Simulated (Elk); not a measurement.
# Elk run on Sr3In (Fm-3m, 4 atoms in the cell): self-consistent single point

Method of the run: PBEsol, all-electron FP-LAPW, Elk's shipped species files, APW+lo basis with extra local orbitals (Elk).

Input:

```
tasks
  0

xctype
  22

rgkmax
  8.0

gmaxvr
  16.0

nxlo
  2

lorbcnd
  .true.

lmaxi
  3

stype
  3

swidth
  0.00367493

avec
    0.0000000000    8.1909139523    8.1909139523
    8.1909139523    0.0000000000    8.1909139523
    8.1909139523    8.1909139523    0.0000000000

atoms
  2   : nspecies
  'Sr.in'   : spfname
  3   : natoms; atposl, bfcmt below
  0.7500000000  0.7500000000  0.7500000000    0.0 0.0 0.0
  0.2500000000  0.2500000000  0.2500000000    0.0 0.0 0.0
  0.5000000000  0.5000000000  0.5000000000    0.0 0.0 0.0
  'In.in'   : spfname
  1   : natoms; atposl, bfcmt below
  0.0000000000  0.0000000000  0.0000000000    0.0 0.0 0.0

ngridk
  7 7 7
```

The program printed (abridged):

```
│ Elk code version 10.2.4 │

All units are atomic (Hartree, Bohr, etc.)

│ Ground-state run starting from atomic densities │

Lattice vectors :
   0.000000000       8.190913952       8.190913952
   8.190913952       0.000000000       8.190913952
   8.190913952       8.190913952       0.000000000

Unit cell volume      :    1099.074385
Brillouin zone volume :   0.2256901050

Muffin-tin inner radius fraction :   0.1000000000E-01

Nuclei treated as point charges

Species :    1 (Sr)
 parameters loaded from : Sr.in
 name : strontium
 nuclear charge    :   -38.00000000
 electronic charge :    38.00000000
 atomic mass :    159721.4890
 muffin-tin radius :    2.600000000
 number of radial points in muffin-tin :    597
 atomic positions (lattice), magnetic fields (Cartesian) :
   1 :  -0.25000000 -0.25000000 -0.25000000    0.00000000  0.00000000  0.00000000
   2 :   0.25000000  0.25000000  0.25000000    0.00000000  0.00000000  0.00000000
   3 :   0.50000000  0.50000000  0.50000000    0.00000000  0.00000000  0.00000000

Species :    2 (In)
 parameters loaded from : In.in
 name : indium
 nuclear charge    :   -49.00000000
 electronic charge :    49.00000000
 atomic mass :    209300.4100
 muffin-tin radius :    2.600000000
 number of radial points in muffin-tin :    597
 atomic positions (lattice), magnetic fields (Cartesian) :
   1 :   0.00000000  0.00000000  0.00000000    0.00000000  0.00000000  0.00000000

Total number of atoms per unit cell :    4

Spin treatment :
 spin-unpolarised

Number of Bravais lattice symmetries :   48
Number of crystal symmetries         :   48
Crystal has inversion symmetry
Real symmetric eigensolver will be used

k-point grid :      7     7     7
k-point offset :    0.000000000       0.000000000       0.000000000
k-point set is reduced with full crystal symmetry group
Total number of k-points :       20

Muffin-tin radius times maximum |G+k| :    8.000000000
 using average radius
Maximum |G+k| for APW functions       :    3.076923077
Maximum (1/2)|G+k|²                   :    4.733727811
Maximum |G| for potential and density :    16.00000000
 potential will be trimmed for |G| > 2 gkmax
Constant for pseudocharge density :   10
Radial integration step length :    4

G-vector grid sizes :     60    60    60
Number of G-vectors :    76321

Maximum angular momentum used for
 APW functions                      :    8
 outer part of muffin-tin           :    6
 inner part of muffin-tin           :    3

Total nuclear charge    :   -163.0000000
Total core charge       :    114.0000000
Total valence charge    :    49.00000000
Total excess charge     :    0.000000000
Total electronic charge :    163.0000000

Effective Wigner radius, rₛ :    1.171971249

Number of empty states         :   16
Total number of valence states :   41
Total number of core states    :  114

Conduction state local-orbitals added automatically
Total number of local-orbitals :  289

Exchange-correlation functional :     22     0     0
 PBEsol, Phys. Rev. Lett. 100, 136406 (2008)
 gradient requirement :    1
 generalised gradient approximation (GGA)

Smearing type :    3
 Fermi-Dirac
Smearing width :   0.3674930000E-02
Effective electronic temperature (K) :    1160.451112

Mixing type :    3
 Broyden mixing, J. Phys. A: Math. Gen. 17, L317 (1984)

Kohn-Sham potential initialised from atomic data

│ Self-consistent loop started │
│ Loop number : 1 │
 total energy                :     -15420.4393954
│ Loop number : 2 │
 total energy                :     -15420.4388666
RMS change in Kohn-Sham potential (target) :   0.8058432193E-01 (  0.1000000000E-05)
Absolute change in total energy (target)   :   0.5287759086E-03 (  0.1000000000E-03)
│ Loop number : 3 │
 total energy                :     -15420.1243453
RMS change in Kohn-Sham potential (target) :   0.7500513790E-01 (  0.1000000000E-05)
Absolute change in total energy (target)   :   0.3146534481     (  0.1000000000E-03)
│ Loop number : 4 │
 total energy                :     -15418.2479514
RMS change in Kohn-Sham potential (target) :   0.5017746903E-01 (  0.1000000000E-05)
Absolute change in total energy (target)   :    1.955057291     (  0.1000000000E-03)
│ Loop number : 5 │
 total energy                :     -15415.8827030
RMS change in Kohn-Sham potential (target) :   0.1725098182E-01 (  0.1000000000E-05)
Absolute change in total energy (target)   :    2.854012756     (  0.1000000000E-03)
│ Loop number : 6 │
 total energy                :     -15414.9349638
RMS change in Kohn-Sham potential (target) :   0.4367950476E-02 (  0.1000000000E-05)
Absolute change in total energy (target)   :    1.661242341     (  0.1000000000E-03)
│ Loop number : 7 │
 total energy                :     -15414.6140741
RMS change in Kohn-Sham potential (target) :   0.1271854447E-03 (  0.1000000000E-05)
Absolute change in total energy (target)   :   0.7362002627     (  0.1000000000E-03)
│ Loop number : 8 │
 total energy                :     -15414.6064291
RMS change in Kohn-Sham potential (target) :   0.6206361957E-04 (  0.1000000000E-05)
Absolute change in total energy (target)   :   0.1916951300     (  0.1000000000E-03)
│ Loop number : 9 │
 total energy                :     -15414.6009212
RMS change in Kohn-Sham potential (target) :   0.1818349595E-04 (  0.1000000000E-05)
Absolute change in total energy (target)   :   0.5343166193E-01 (  0.1000000000E-03)
│ Loop number : 10 │
 total energy                :     -15414.6000892
RMS change in Kohn-Sham potential (target) :   0.1236969709E-04 (  0.1000000000E-05)
Absolute change in total energy (target)   :   0.1418993063E-01 (  0.1000000000E-03)
│ Loop number : 11 │
 total energy                :     -15414.5995178
RMS change in Kohn-Sham potential (target) :   0.4304621833E-05 (  0.1000000000E-05)
Absolute change in total energy (target)   :   0.4118818006E-02 (  0.1000000000E-03)
│ Loop number : 12 │
 total energy                :     -15414.5987498
RMS change in Kohn-Sham potential (target) :   0.5076411682E-06 (  0.1000000000E-05)
Absolute change in total energy (target)   :   0.1797781744E-02 (  0.1000000000E-03)
│ Loop number : 13 │
 total energy                :     -15414.5987153
RMS change in Kohn-Sham potential (target) :   0.1819315725E-06 (  0.1000000000E-05)
Absolute change in total energy (target)   :   0.4839453723E-03 (  0.1000000000E-03)
│ Loop number : 14 │
 total energy                :     -15414.5987005
RMS change in Kohn-Sham potential (target) :   0.9811472069E-07 (  0.1000000000E-05)
Absolute change in total energy (target)   :   0.1357277779E-03 (  0.1000000000E-03)
│ Loop number : 15 │
 total energy                :     -15414.5987002
RMS change in Kohn-Sham potential (target) :   0.2297933824E-07 (  0.1000000000E-05)
Absolute change in total energy (target)   :   0.3428948185E-04 (  0.1000000000E-03)
Convergence targets achieved

│ Loop number : 16 │

Energies :
 Fermi                       :     0.167685181074
 sum of eigenvalues          :     -9166.24226292
 electron kinetic            :      15995.6994460
 core electron kinetic       :      15644.3815004
 Coulomb                     :     -30943.0374676
 Coulomb potential           :     -24548.3655790
 nuclear-nuclear             :     -1300.78817063
 electron-nuclear            :     -34736.1330150
 Hartree                     :      5093.88371799
 Madelung                    :     -18668.8546781
 xc potential                :     -613.576129962
 exchange                    :     -457.895419845
 correlation                 :     -9.36169324211
 electron entropic           :    -0.356405644137E-02
 total energy                :     -15414.5986987

Density of states at Fermi energy :    78.60003036
 (states/Hartree/unit cell)

Estimated indirect band gap :   0.5532180598E-02
 from k-point     18 to k-point      1
Estimated direct band gap   :   0.1420776643E-01
 at k-point      1

Charges :
 core                        :    114.0000000
 valence                     :    49.00000000
 interstitial                :    7.887993036
 muffin-tins (core leakage)
  species :    1 (Sr)
   atom    1                 :    35.94478050     (  0.2889428310E-04)
   atom    2                 :    35.94478050     (  0.2889428310E-04)
   atom    3                 :    35.96197981     (  0.2896288599E-04)
  species :    2 (In)
   atom    1                 :    47.26046615     (  0.1300515854E-03)
 total in muffin-tins        :    155.1120070
 total calculated charge     :    163.0090696
 total charge                :    163.0000000
 error                       :   0.9069582053E-02

│ Self-consistent loop stopped │
```

The run converged in 16 iterations. The count includes the last loop, which Elk runs after its targets are met.

The starting cell comes from a database of computed structures (which also holds hypothetical and non-ambient phases and stackings), without a prior relaxation at this level. Values depend on the basis (sphere radii, cutoffs, local orbitals), which need not be converged. The log's line on a gap gives a spacing of levels on this mesh, which the program prints for metals too.
